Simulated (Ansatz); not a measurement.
The starting structures come from a database of crystals and need not be the phases stable at ambient conditions.

## Evanescent states of Ba(CdP)$_{2}$ (P-3m1, not sure to be the ambient phase, 5 atoms a cell, 26.0 Å³ an atom) along the normal of (110)

All values below come from r2SCAN (plane waves, PAW; Ansatz, a program for electronic structure).

The gap is the functional's own. No spin-orbit coupling. Mid-gap values are interpolated on the energy grid.

Energies count from the valence-band top; κ is the least over a 4×4 mesh across the current.

```
E (eV)  κ (1/Å)  where
------  -------  -----
0.04      0.028      Γ
0.10      0.048      Γ
0.17      0.060      Γ
0.24      0.069      Γ
0.32      0.075      Γ
0.39      0.080      Γ
0.46      0.084      Γ
0.53      0.086      Γ
0.59      0.087      Γ
0.67      0.087      Γ
0.73      0.086      Γ
0.81      0.083  off Γ
0.88      0.074  off Γ
0.94      0.062  off Γ
1.01      0.046  off Γ
1.08      0.012  off Γ
```

Question: How thick must the barrier be to attenuate the transmission by 10^4 when the electrodes' Fermi level lies at 1.01 eV, and what attenuation does that film give at 0.10 eV?

Answer: d = 4 ln 10 / (2 × 0.046) = 100.1 Å. At 0.10 eV it gives 4 × 0.048/0.046 = 4.2 decades.
